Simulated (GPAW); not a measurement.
Worked example: relaxation of cell and atoms of HfC (Fm-3m, 2 atoms in the cell) in GPAW.

Method: PBE, GPAW PAW datasets PBE (gpaw-data 1.0.1) (plane waves; GPAW).

```yaml
crystal:
  lattice:
    - [0.00000, 2.32000, 2.32000]
    - [2.32000, 0.00000, 2.32000]
    - [2.32000, 2.32000, 0.00000]
  atoms:
    - { symbol: Hf, position: [0.00000, 0.00000, 0.00000] }
    - { symbol: C, position: [0.50000, 0.50000, 0.50000] }
```

Reference input (self-consistent single point, DFT PBE, plane waves, GPAW PAW datasets PBE (gpaw-data 1.0.1)): mode = pw; ecut = 900 eV; xc = PBE; kpts = 10 10 10; mesh shift (steps) = 0 0 0; occupations.name = fermi-dirac; occupations.width = 0.1 eV; nbands = -10; convergence.density = 1e-05 e/electron; convergence.energy = 1e-05 eV/electron; symmetry.symmorphic = false; symmetry.tolerance = 0.0005. This run's input differs from it in these lines:

```diff
@@ -1,2 +1,4 @@
 from ase import Atoms
+from ase.filters import FrechetCellFilter
+from ase.optimize import BFGS
 from ase.units import GPa
@@ -23,2 +25,10 @@
 
+target = FrechetCellFilter(atoms)
+
+opt = BFGS(target, logfile='-')
+converged = opt.run(fmax=0.03, steps=40)
+print('Relaxation converged:', converged)
+print('Cell:', atoms.cell.cellpar().round(4))
+print(atoms.get_scaled_positions().round(5))
+
 energy = atoms.get_potential_energy()
```

The program printed (abridged):

```
     iter     time        total  log10-change:
                         energy   eigst   dens
iter:   1 --:--:--   -20.472069
iter:   2 --:--:--   -19.885091   -2.02  -0.85
iter:   3 --:--:--   -18.558586   -1.56  -0.92
iter:   4 --:--:--   -18.571116   -3.32  -1.42
iter:   5 --:--:--   -18.588486   -2.52  -1.53
iter:   6 --:--:--   -18.589303   -4.26  -2.53
iter:   7 --:--:--   -18.586363   -3.80  -2.40
iter:   8 --:--:--   -18.586297   -5.02  -3.09
iter:   9 --:--:--   -18.586306c  -6.22  -3.44
iter:  10 --:--:--   -18.586291c  -5.98  -3.50
iter:  11 --:--:--   -18.586291c  -7.58c -4.52
iter:  12 --:--:--   -18.586291c  -9.02c -4.74
iter:  13 --:--:--   -18.586291c  -9.79c -4.76
iter:  14 --:--:--   -18.586291c  -9.07c -4.78
iter:  15 --:--:--   -18.586291c -10.52c -5.80c
Converged after 15 iterations.

Dipole moment: (0.000000, -0.000000, -0.000000) |e|*Ang

Energy contributions relative to reference atoms: (reference = -410913.743391)

Kinetic:        +21.555883
Potential:      -22.062146
External:        +0.000000
XC:             -17.694540
Entropy (-ST):   -0.010573
Local:           -0.380202
SIC:             +0.000000
--------------------------
Free energy:    -18.591578
Extrapolated:   -18.586291

Showing only first 2 kpts
 Kpt  Band  Eigenvalues  Occupancy
  0     6     12.09582    0.00008
  0     7     12.09582    0.00008
  0     8     12.46047    0.00000
  0     9     12.46047    0.00000

  1     6     11.23058    0.35995
  1     7     11.23058    0.35995
  1     8     12.00343    0.00019
  1     9     13.80435    0.00000

Fermi level: 11.07892

No gap
   [... lines left out ...]
Occupation numbers: Fermi-Dirac:
Atomic positions and initial magnetic moments
Free energy:    -18.593514
Fermi level: 11.01672
No gap
Occupation numbers: Fermi-Dirac:
Atomic positions and initial magnetic moments
Free energy:    -18.594646
Fermi level: 10.92919
No gap
   [... lines left out ...]
    -0.000000    -0.000140     0.000000
    -0.000000     0.000000    -0.000140

Forces in eV/Ang:
  0 Hf   -0.00000   -0.00000   -0.00000
  1 C    -0.00000    0.00000    0.00000

BFGS:    2 --:--:--      -18.594646        0.001769
Relaxation converged: True
Cell: [ 3.294  3.294  3.294 60.    60.    60.   ]
[[0.  0.  0. ]
 [0.5 0.5 0.5]]
Energy (eV): -18.589359
Stress (GPa, Voigt): [-0.0224 -0.0224 -0.0224  0.     -0.     -0.    ]
```

The run converged. GPAW prints stress with tension positive. 

Summary of the result:
| Quantity | Result |
|---|---|
| Free energy E − TS (from the program's reference atoms) | -18.5946 eV |
| Fermi level (on the code's own zero) | 10.93 eV |
| Final cell | a = b = c = 3.294 Å, α = β = γ = 60.00° |
| Final volume per atom | 12.64 Å³ |
| Relaxation steps | 2 |

At such cutoffs GPAW's stress carries a finite-basis (Pulay) error, which enters relaxed cells too; its log prints stress with tension positive.

The starting cell has typed, rounded lattice constants, without a prior relaxation at this level. The relaxation keeps the symmetry of its start, so its end need not be a minimum.

Cost on one core of a shared machine: roughly 60 s.
